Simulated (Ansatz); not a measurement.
These are PBE (plane waves to 420 eV, PAW; Ansatz, a program for electronic structure) values and carry that method's errors.

Planar average of the electrostatic potential across the slab, in eV from the highest filled level, for a constructed model of the (111)A surface of zinc-blende ZnSe (in the relaxation 3 Se–Zn bonds broke), Zn-terminated, 2x2 Zn adatom at T1 (bottom of the slab: 2 H on 4 bottom sites):

```csv
z (Å),V (eV)
4.02,4.98
4.31,4.98
4.59,4.98
4.88,4.98
5.17,4.98
5.45,4.98
5.74,4.98
6.03,4.98
6.31,4.97
6.60,4.97
6.89,4.95
7.18,4.92
7.46,4.85
7.75,4.67
8.04,4.24
8.32,3.26
8.61,2.26
8.90,1.01
9.19,-0.81
9.47,-2.28
9.76,-4.35
10.05,-6.35
10.33,-6.69
10.91,-2.29
11.19,0.81
11.48,2.89
11.77,3.25
12.06,2.05
12.34,-0.36
12.63,-1.80
12.92,-3.22
13.20,-5.61
13.49,-7.21
13.78,-6.15
14.06,-3.51
14.35,-0.62
14.64,2.18
14.93,3.30
15.21,3.03
15.50,0.92
15.79,-1.07
16.07,-2.23
16.36,-4.10
16.65,-6.37
16.94,-7.02
17.22,-5.02
17.51,-2.46
17.80,0.41
18.08,2.58
18.37,2.89
18.66,1.63
18.94,-1.94
19.23,-5.05
19.52,-6.69
19.81,-6.71
20.09,-4.97
20.38,-1.33
20.67,2.34
20.95,3.71
21.24,4.27
21.53,4.41
21.81,4.27
22.10,3.72
22.39,3.15
22.68,2.89
22.96,3.09
23.25,3.66
23.82,4.71
24.11,4.85
24.40,4.87
24.69,4.79
24.97,4.55
25.26,3.94
25.55,3.35
25.83,3.07
26.12,3.26
26.41,3.82
26.69,4.49
26.98,4.88
27.27,5.04
27.56,5.12
27.84,5.16
28.13,5.18
28.42,5.19
28.70,5.20
28.99,5.20
29.28,5.20
29.56,5.20
29.85,5.20
30.14,5.20
```

Model: 35-atom slab, 14.9 Å thick at the start with caps and adatoms, 3x3x1 mesh, Fermi-Dirac 0.025 eV, dipole correction, 8 atoms held, the rest relaxed; symmetry of the start imposed; no spin, no spin-orbit, no U. It is one candidate, not shown to be the stable structure of the face.

The vacuum level lies 5.20 eV above the highest filled level over the top face and 4.98 eV above it under the bottom face.
